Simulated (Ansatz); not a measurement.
Start from SiC in the wurtzite structure (space group P6_3mc, No. 186; a = 3.0753 Å, c = 5.0482 Å). Axes: x lies along a and z along c of the hexagonal cell.

All numbers come from plane-wave PAW DFT at the r2SCAN level (Ansatz, a program for electronic structure, 500 eV), without spin-orbit coupling.

Before the change:

The width of the top valence band is 4.03 eV and the gap character is indirect, Γ → K.

It is then changed as follows: biaxial strain +3.46 %, plane normal [001], relaxed out of plane (Cartesian); in-plane vectors clamped, the third vector and the atoms free.

Problem. What happens to the width of the top valence band, gap character and out-of-plane strain?

Solution. The width of the top valence band falls by 0.275 eV, from 4.03 eV to 3.75 eV; the gap character becomes indirect, Γ → M (base: indirect, Γ → K); the out-of-plane strain amounts to -0.53 %.

Whether these cells are dynamically stable was not tested.
